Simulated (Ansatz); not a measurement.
Levels about the gap of amorphous Ga24O37Sr (62 atoms in a cell of 780 Å³, 5.01 g/cm³; zone centre alone, so wide bands show as single levels with stretches between that a denser mesh fills), at the geometry that PBE relaxed, where it gives 2.9 GPa on a denser mesh. The participation number counts the atoms over which a state spreads; weights are charges in smoothed Voronoi cells. The levels come from a single point, so bond lengths are those of that geometry. Method of the levels: PBE, scalar-relativistic without spin-orbit coupling (Ansatz, a first-principles code). Sampling: the zone centre alone; Fermi-Dirac width 0.02 eV; no spin polarisation. At PBE the levels at the filled edge of the gap are localised (band-tail or defect states), and the nearest spread-out levels lie 2.2 eV apart at the zone centre.

The cell was made by melting and quenching with the CHGNet potential and then relaxed with DFT. O atoms were pushed apart under 1.9 Å during the dynamics, to hinder bonds among them. The hot cell started wider than the set density and was brought back towards it in steps. It is the lowest in DFT energy of 2 quenches. It is a model cell: composition and starting density were chosen by hand, and all elements were melted together. No dispersion term was used. Its density started from a set value of 5.01 and ended at 5.01 g/cm³. The quench (nominally 330 K/ps over its main leg) was far faster than any real one, so the model tends to hold more defects than a real film. Values belong to this one cell and scatter from quench to quench. The volume was held where the preparation left it and the shape relaxed, at a PBE pressure of 2.9 GPa. Stress components on the final sampling reach 3.0 GPa.

| E - E(highest filled), eV | filling | participation number | largest on | weight O | weight Ga | weight Sr |
|---|---|---|---|---|---|---|
| -0.51 | filled | 18.0 | O, 3 neighbours | 0.94 | 0.05 | 0.00 |
| -0.43 | filled | 18.2 | O, 3 neighbours | 0.94 | 0.06 | 0.00 |
| -0.40 | filled | 8.5 | O, 3 neighbours | 0.94 | 0.05 | 0.01 |
| -0.37 | filled | 10.4 | O, 3 neighbours | 0.94 | 0.06 | 0.00 |
| -0.35 | filled | 15.6 | O, 3 neighbours | 0.94 | 0.06 | 0.00 |
| -0.27 | filled | 5.5 | O, 2 neighbours | 0.95 | 0.05 | 0.00 |
| 0.00 | filled | 2.5 | O, 3 neighbours | 0.95 | 0.04 | 0.01 |
| 1.81 | empty | 57.8 | Ga, 4 neighbours | 0.54 | 0.45 | 0.01 |
| 4.31 | empty | 38.4 | Ga, 4 neighbours | 0.58 | 0.42 | 0.00 |
| 4.43 | empty | 33.2 | Ga, 4 neighbours | 0.58 | 0.42 | 0.00 |
| 4.60 | empty | 37.4 | Ga, 5 neighbours | 0.57 | 0.43 | 0.00 |
| 4.71 | empty | 38.1 | Ga, 4 neighbours | 0.58 | 0.41 | 0.00 |
| 4.81 | empty | 38.2 | Ga, 5 neighbours | 0.58 | 0.41 | 0.00 |
| 4.98 | empty | 31.0 | Ga, 5 neighbours | 0.53 | 0.46 | 0.01 |

Most localised among these is the filled level at +0.00 eV, on a O atom, which has 3 neighbours (Ga 1.84 Å, Ga 1.87 Å, Sr 2.35 Å).
